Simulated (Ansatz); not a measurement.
The parent structure is MgS in the rock salt structure (space group Fm-3m, No. 225; a = 5.230 Å).

It is then changed as follows: full substitution Mg → Ca; the structure is relaxed again.

Calculations: PBE (Ansatz, a program for electronic structure), scalar-relativistic without spin-orbit coupling.

Base, band edges from the VBM (valence, conduction): X -1.64, 2.76; W -2.31, 5.19; L -0.57, 4.53; Γ 0.00, 3.60; K -1.33, 3.89; U -1.33, 3.89 eV.

Give the band edges at the high-symmetry points of the new zone, measured from its valence-band maximum.


| point | valence edge (eV) | conduction edge (eV) |
|---|---|---|
| Γ | 0.00 | 4.10 |
| X | -0.80 | 2.38 |
| U | -1.01 | 3.68 |
| K | -1.01 | 3.68 |
| L | -1.13 | 5.20 |
| W | -1.53 | 4.81 |

The gap is 2.38 eV, indirect, Γ → X.

Whether these cells are dynamically stable was not tested.
